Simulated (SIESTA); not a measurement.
Input and output of a self-consistent single point for Li2CoSiO4 (P2_1/c, 32 atoms in the cell) (SIESTA)

Level of theory: GGA PBEsol, numerical atomic orbitals DZP, PseudoDojo PBEsol standard norm-conserving potentials (rewritten from UPF to PSML) (SIESTA).

Input as run:

```
# files in the folder: Li.psml Co.psml Si.psml O.psml (PseudoDojo PBEsol standard)
SystemName  Li2CoSiO4
SystemLabel Li2CoSiO4

NumberOfAtoms                32
NumberOfSpecies              4
%block ChemicalSpeciesLabel
  1 3 Li
  2 27 Co
  3 14 Si
  4 8 O
%endblock ChemicalSpeciesLabel
LatticeConstant              5.947054 Ang
%block LatticeVectors
     1.000000000    0.000000000    0.000000000
     0.000000000    0.894468757    0.000000000
    -0.122254985    0.000000000    1.772870904
%endblock LatticeVectors
AtomicCoordinatesFormat      Ang
%block AtomicCoordinatesAndAtomicSpecies
     5.546656520    4.345727945    3.477832400  1
    -0.326659520    0.973726055    7.065526600  1
     0.036868980    1.686000945    1.793847100  1
     5.183128020    3.633453055    8.749511900  1
     4.537847906    3.614356215    0.792438862  1
     0.682149094    1.705097785    9.750920138  1
     1.045677594    0.954629215    4.479240638  1
     4.174319406    4.364824785    6.064118362  1
     2.486106831    3.578237122    3.519478668  2
     2.733890169    1.741216878    7.023880332  2
     3.097418669    0.918510122    1.752200832  2
     2.122578331    4.400943878    8.791158168  2
     4.140236128    1.674138563    4.350611658  3
     1.079760872    3.645315437    6.192747342  3
     1.443289372    4.333865563    0.921067842  3
     3.776707628    0.985588437    9.622291158  3
     5.276289079    0.984418157    3.468554244  4
    -0.056292079    4.335035843    7.074804756  4
     0.307236421    3.644145157    1.803125256  4
     4.912760579    1.675308843    8.740233744  4
     4.229123631    3.304338436    4.447505127  4
     0.990873369    2.015115564    6.095853873  4
     1.354401869    0.644611436    0.824174373  4
     3.865595131    4.674842564    9.719184627  4
     4.390910644    1.664989102    0.547305766  4
     0.829086356    3.654464898    9.996053234  4
     1.192614856    4.324716102    4.724373734  4
     4.027382144    0.994737898    5.818985266  4
     2.904614223    4.204709220    1.732379317  4
     2.315382777    1.114744780    8.810979683  4
     2.678911277    1.544982220    3.539300183  4
     2.541085723    3.774471780    7.004058817  4
%endblock AtomicCoordinatesAndAtomicSpecies

XC.functional                GGA
XC.authors                   PBEsol
PAO.BasisSize                DZP
PAO.EnergyShift              0.005 Ry
PAO.Polarization.NonPerturbative true
MeshCutoff                   350 Ry
%block kgrid.MonkhorstPack
    3   0   0  0.5
    0   4   0  0.5
    0   0   2  0.5
%endblock kgrid.MonkhorstPack
OccupationFunction           FD
ElectronicTemperature        10.0 meV
Spin                         polarized
%block DM.InitSpin
  1 +0.00
  2 +0.00
  3 +0.00
  4 +0.00
  5 +0.00
  6 +0.00
  7 +0.00
  8 +0.00
  9 +3.00
  10 +3.00
  11 +3.00
  12 +3.00
  13 +0.00
  14 +0.00
  15 +0.00
  16 +0.00
  17 +0.00
  18 +0.00
  19 +0.00
  20 +0.00
  21 +0.00
  22 +0.00
  23 +0.00
  24 +0.00
  25 +0.00
  26 +0.00
  27 +0.00
  28 +0.00
  29 +0.00
  30 +0.00
  31 +0.00
  32 +0.00
%endblock DM.InitSpin

MaxSCFIterations             150
SCF.Mixer.Method             Pulay
SCF.Mixer.Weight             0.1
SCF.Mixer.History            6
SCF.DM.Tolerance             1.0E-04
Diag.ParallelOverK           true
WriteForces                  true
Charge.Mulliken              end
```

Output (repeated stretches shortened):

```
reinit: Reading from file input.fdf

reinit: System Name: Li2CoSiO4
reinit: System Label: Li2CoSiO4

NOTE on units for spin output:
{S} is the spin magnetic moment, in units of the Bohr magneton,
assuming a g-factor for the electron spin of exactly 2.
The spin magnetic moment is then numerically equal to the charge inbalance,
in units of electrons, between the spin-up and -down channels.

coor:   Atomic-coordinates input format  =     Cartesian coordinates
coor:                                          (in Angstroms)

siesta: Atomic coordinates (Bohr) and species
siesta:     10.48166   8.21224   6.57215  1        1
siesta:     -0.61730   1.84008  13.35191  1        2
siesta:      0.06967   3.18608   3.38988  1        3
siesta:      9.79469   6.86623  16.53418  1        4
siesta:      8.57529   6.83014   1.49749  1        5
siesta:      1.28907   3.22217  18.42657  1        6
   [... 21 lines left out ...]
siesta:      7.61065   1.87978  10.99629  4       28
siesta:      5.48893   7.94575   3.27372  4       29
siesta:      4.37544   2.10656  16.65034  4       30
siesta:      5.06241   2.91959   6.68831  4       31
siesta:      4.80196   7.13272  13.23575  4       32

siesta: System type = bulk

initatomlists: Number of atoms, orbitals, and projectors:     32   384   416

siesta: ******************** Simulation parameters ****************************
redata: Spin configuration                          = collinear
redata: Time-Reversal Symmetry                      = T
redata: Number of Atomic Species                    =        4
redata: Mesh Cutoff                                 =   350.0000 Ry
redata: Net charge of the system                    =     0.0000 |e|
redata: Min. number of SCF Iter                     =        0
redata: Max. number of SCF Iter                     =      150
redata: SCF convergence failure will abort job
redata: SCF mix quantity                            = Hamiltonian
   [... lines left out ...]
diag: Used triangular part                          = Lower
diag: Absolute tolerance                            =  0.100E-15
diag: Orthogonalization factor                      =  0.100E-05
diag: Memory factor                                 =  1.0000

superc: Internal auxiliary supercell:     5 x     5 x     3  =      75
superc: Number of atoms, orbitals, and projectors:   2400  28800  31200

                        Single-point calculation

superc: Internal auxiliary supercell:     5 x     5 x     3  =      75
superc: Number of atoms, orbitals, and projectors:   2400  28800  31200

outcell: Unit cell vectors (Ang):
        5.947054    0.000000    0.000000
        0.000000    5.319454    0.000000
       -0.727057    0.000000   10.543359

outcell: Cell vector modules (Ang)   :    5.947054    5.319454   10.568398
outcell: Cell angles (23,13,12) (deg):     90.0000     93.9448     90.0000
outcell: Cell volume (Ang**3)        :    333.5400
new_DM -- step:     1
Initializing Density Matrix...

Attempting to read DM from file... Failed...
DM filled with atomic data (user-defined):

InitMesh: MESH = 72 x 60 x 120 = 518400
InitMesh: Mesh cutoff (required, used) =   350.000   351.617 Ry

stepf: Fermi-Dirac step function
        iscf     Eharris(eV)        E_KS(eV)     FreeEng(eV)     dDmax    Ef(eV) dHmax(eV)
   scf:    1   -25366.105039   -25710.009268   -25710.013674  0.750498 -3.453162 36.617837
     spin moment: {S} , |S| = {        0.0        0.0   14.66662 }    14.66662
   scf:    2   -25892.643284   -25827.505200   -25827.508203  0.384696 -5.654677  8.843714
     spin moment: {S} , |S| = {        0.0        0.0   12.00000 }    12.00000
   scf:    3   -25851.505030   -25841.115636   -25841.116260  0.057654 -6.529544  4.309731
     spin moment: {S} , |S| = {        0.0        0.0   12.00000 }    12.00000
   scf:    4   -25842.986778   -25845.636499   -25845.636503  0.105891 -7.425995  4.331899
     spin moment: {S} , |S| = {        0.0        0.0   12.00000 }    12.00000
   scf:    5   -25846.168005   -25846.840024   -25846.840093  0.051747 -6.728536  1.243354
     spin moment: {S} , |S| = {        0.0        0.0   12.00000 }    12.00000
   scf:    6   -25847.192814   -25847.082415   -25847.082435  0.017944 -6.844662  0.332130
   [... lines left out ...]
   scf:   18   -25847.165118   -25847.165069   -25847.165069  0.000909 -6.926206  0.005288
     spin moment: {S} , |S| = {        0.0        0.0   12.00000 }    12.00000
   scf:   19   -25847.165084   -25847.165077   -25847.165077  0.000286 -6.926081  0.004620
     spin moment: {S} , |S| = {        0.0        0.0   12.00000 }    12.00000
   scf:   20   -25847.165083   -25847.165080   -25847.165080  0.000169 -6.925893  0.003711
     spin moment: {S} , |S| = {        0.0        0.0   12.00000 }    12.00000
   scf:   21   -25847.165089   -25847.165084   -25847.165084  0.000275 -6.925752  0.001563
     spin moment: {S} , |S| = {        0.0        0.0   12.00000 }    12.00000
   scf:   22   -25847.165086   -25847.165085   -25847.165085  0.000088 -6.925779  0.001095
     spin moment: {S} , |S| = {        0.0        0.0   12.00000 }    12.00000
   scf:   23   -25847.165087   -25847.165086   -25847.165086  0.000100 -6.925673  0.000935
     spin moment: {S} , |S| = {        0.0        0.0   12.00000 }    12.00000
SCF Convergence by DM+H criterion
max |DM_out - DM_in|         :     0.0000999359
max |H_out - H_in|      (eV) :     0.0009351396
SCF cycle converged after 23 iterations

Using DM_out to compute the final energy and forces

siesta: E_KS(eV) =           -25847.1651

siesta: E_KS - E_eggbox =    -25847.1651

siesta: Atomic forces (eV/Ang):
     1    0.047657   -0.013538   -0.039687
     2   -0.047657    0.013540    0.039686
     3   -0.047657   -0.013538    0.039694
   [... 29 lines left out ...]
   Tot   -0.000001   -0.000000    0.000000
   Max    1.573696
   Res    0.661249    sqrt( Sum f_i^2 / 3N )
   Max    1.573696    constrained

Stress tensor Voigt[x,y,z,yz,xz,xy] (kbar):      -49.79      -51.86      -54.51       -0.00       10.38        0.00
(Free)E + p*V (eV/cell)   -25836.3282
Target enthalpy (eV/cell)   -25847.1651

siesta: Program's energy decomposition (eV):
siesta: Ebs     =     -5447.135495
siesta: Eions   =     33163.926638
siesta: Ena     =      3215.440215
siesta: Ekin    =     13644.218751
siesta: Enl     =     -4185.937179
siesta: Eso     =         0.000000
siesta: Edftu   =         0.000000
siesta: DEna    =         8.860679
siesta: DUscf   =        14.502588
siesta: DUext   =         0.000000
siesta: Ex      =     -5056.596540
siesta: Ec      =      -323.726963
siesta: Exc     =     -5380.323503
siesta: Eharris =    -25847.165087
siesta: Etot    =    -25847.165086
siesta: FreeEng =    -25847.165086

siesta: Atomic forces (eV/Ang):
siesta:      1    0.047657   -0.013538   -0.039687
siesta:      2   -0.047657    0.013540    0.039686
siesta:      3   -0.047657   -0.013538    0.039694
siesta:      4    0.047657    0.013537   -0.039696
siesta:      5   -0.080374    0.009636    0.013254
siesta:      6    0.080372   -0.009637   -0.013253
   [... 22 lines left out ...]
siesta:     29    1.122947   -0.162525    0.499294
siesta:     30   -1.122954    0.162513   -0.499284
siesta:     31   -1.122946   -0.162519   -0.499300
siesta:     32    1.122939    0.162532    0.499310
siesta: ----------------------------------------
siesta:    Tot   -0.000001   -0.000000    0.000000

   [... lines left out ...]
siesta: Cell volume =        333.540007 Ang**3
siesta:          52.05530637         55.35939914  kBar
   [... lines left out ...]
     4     0.420245    2.579755   -0.003644  Li
     5     0.435016    2.564984   -0.005801  Li
     6     0.435016    2.564984   -0.005801  Li
     7     0.435016    2.564984   -0.005801  Li
     8     0.435016    2.564984   -0.005801  Li
     9     1.333338   15.666662    2.611379  Co
    10     1.333333   15.666667    2.611375  Co
    11     1.333337   15.666663    2.611378  Co
    12     1.333342   15.666658    2.611383  Co
    13    -0.225596    4.225596   -0.009126  Si
    14    -0.225596    4.225596   -0.009126  Si
    15    -0.225596    4.225596   -0.009126  Si
    16    -0.225595    4.225595   -0.009126  Si
    17    -0.394536    6.394536    0.034023  O
    18    -0.394536    6.394536    0.034023  O
    19    -0.394536    6.394536    0.034023  O
    20    -0.394536    6.394536    0.034023  O
    21    -0.500745    6.500745    0.115252  O
    22    -0.500744    6.500744    0.115252  O
    23    -0.500744    6.500744    0.115252  O
    24    -0.500745    6.500745    0.115252  O
    25    -0.475699    6.475699    0.087839  O
    26    -0.475698    6.475698    0.087839  O
    27    -0.475699    6.475699    0.087839  O
    28    -0.475699    6.475699    0.087839  O
    29    -0.592024    6.592024    0.170078  O
    30    -0.592024    6.592024    0.170079  O
    31    -0.592024    6.592024    0.170078  O
    32    -0.592024    6.592024    0.170078  O
 Total    -0.000000               12.000000
```

The run converged in 23 iterations.

The starting cell comes from a database of computed structures (which also holds hypothetical and non-ambient phases and stackings), without a prior relaxation at this level. Its lattice was rescaled by a random factor within 2.5 % of one. The magnetic order is the one reached from the typed start; others were not searched systematically. Values carry the incompleteness of an atom-centred basis. With a pressure of about 5 GPa the cell is away from its equilibrium volume at this level. Forces in this geometry exceed 1 eV/Å.

Cost on one core of a shared machine: roughly 20 min.
